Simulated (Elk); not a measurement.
Band structure of Zr2Ni (I4/mcm, 6 atoms in the cell).

```
CELL_PARAMETERS angstrom
     -3.30150     3.30150     2.67339
      3.30150    -3.30150     2.67339
      3.30150     3.30150    -2.67339
ATOMIC_POSITIONS crystal
  Zr 0.66441 0.16441 0.82882
  Zr 0.33559 0.83559 0.17118
  Zr 0.16441 0.33559 0.50000
  Zr 0.83559 0.66441 0.50000
  Ni 0.25000 0.25000 0.00000
  Ni 0.75000 0.75000 0.00000
```

Computed with PBEsol, all-electron FP-LAPW, Elk's shipped species files, APW+lo basis with extra local orbitals run with Elk 10.2.4.

Settings: xctype = 22; rgkmax = 8; stype = 3; swidth = 0.00499791 Ha; ngridk = 5 5 5; gmaxvr = 16 1/bohr; nxlo = 2; lorbcnd = true; rmtscf = 0.99; lmaxi = 3.

The starting cell comes from a database of computed structures (which also holds hypothetical and non-ambient phases and stackings), without a prior relaxation at this level. Its lattice was rescaled by a random factor within 2.5 % of one. Spin polarisation is off. Values depend on the basis (sphere radii, cutoffs, local orbitals), which need not be converged.

Levels in eV from the Fermi level, bands 37 to 44:
```
point     37     38     39     40     41    42    43    44
-----  -----  -----  -----  -----  -----  ----  ----  ----
Γ      -0.76  -0.18  -0.18   0.00   0.05  0.28  0.28  0.53
X      -0.78  -0.70  -0.50  -0.39   0.19  0.38  0.47  0.48
M      -0.61  -0.61  -0.53  -0.43  -0.07  0.88  1.09  1.21
Z      -0.78  -0.62  -0.49  -0.49   0.05  0.92  1.25  1.38
P      -0.18  -0.18  -0.07  -0.07   0.01  0.01  0.49  0.49
N      -0.56  -0.56  -0.22  -0.22   0.58  0.58  0.69  0.69
Z1     -0.78  -0.62  -0.49  -0.49   0.05  0.92  1.25  1.38
```

Bands cross the Fermi level along this path, so the cell is metallic at this level.
